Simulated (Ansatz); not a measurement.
Worked calculations on one periodic cell of amorphous hafnium silicate (Hf10Si10O40): Hf10Si10O40, 60 atoms, volume 876.7 Å³, made by a melt-quench on the CHGNet potential and relaxed with DFT. O atoms were pushed apart under 1.9 Å during the dynamics, to hinder bonds among them. It is a model cell: composition and starting density were chosen by hand, and all elements were melted together. Cycles of charging were run to anneal it. All values below come from PBE, scalar-relativistic without spin-orbit coupling (plane waves to 420 eV, PAW; Ansatz, an electronic-structure program). Sampling: a 2×2×2 Γ-centred mesh; Fermi-Dirac width 0.02 eV; no spin polarisation. Its volume was relaxed, its shape was free, and it stands at a mean pressure of 0.0 GPa with stress components up to 0.0 GPa; the relaxation ran on the zone centre alone. Its density went from a set 5.40 to 5.12 g/cm³. The cell is small and was quenched far faster than a real film, so it is one sample of the glass.

Total energies at the same level (extrapolated to zero smearing): the glass cell -186347.655 eV at 0.0 GPa; HfSiO4 (I4_1/amd), relaxed, -37271.7478 eV for 12 atoms.

Q: How much energy would crystallisation to that phase release at 0 K?

A: Per atom: -186347.655/60 − (-37271.7478/12) = -3105.7943 − (-3105.9790) = +0.1847 eV. A formula unit has 6 atoms, so this is 6 × 0.1847 = 1.108 eV, or 107 kJ/mol (1 eV = 96.485 kJ/mol). Read it as an upper bound for a slowly cooled glass; no measured value is set beside it.

Q: Count formal charges (Hf +4, Si +4, O -2). What does the count lead one to expect at the Fermi level, and what does the calculation give?

A: 10 × (+4) + 10 × (+4) + 40 × (-2) = 0. The charges balance, so the anion-derived valence states can be full and a gap can open. On this mesh the highest filled and lowest empty level lie 4.29 eV apart, the PBE gap of this cell, with a localised state at one edge or both.

Four energies for an added electron at PBE on the zone centre alone (charged cells in a uniform background, spin-polarised): neutral at the neutral geometry -186347.569 eV; charged at the neutral geometry -186337.619 eV; charged and relaxed -186338.011 eV; neutral at the charged geometry -186346.236 eV.

Q: Find the two relaxation energies and their sum, the reorganisation energy.

A: On charging: -186337.619 − (-186338.011) = 0.392 eV. On discharging: -186346.236 − (-186347.569) = 1.333 eV. The sum is 1.725 eV. The carrier's level spreads over 6 of the 60 atoms' worth, so it counts as localised, most on one Hf atom with neighbours O 1.86 Å, O 2.01 Å, O 2.10 Å, O 2.16 Å, O 2.29 Å (neutral geometry). The values are uncorrected: the image energy of a point charge in this cell, 2.84 × 14.40 / (2 × 9.6) = 2.1 eV before screening, is screened by electrons alone at the fixed geometry and by ions too after relaxing, and the carrier can be spread before it relaxes, so each term can be off by up to that value times 1/ε∞, some tenths of an eV. PBE's self-interaction favours spread-out carriers, so a hybrid can localise more.
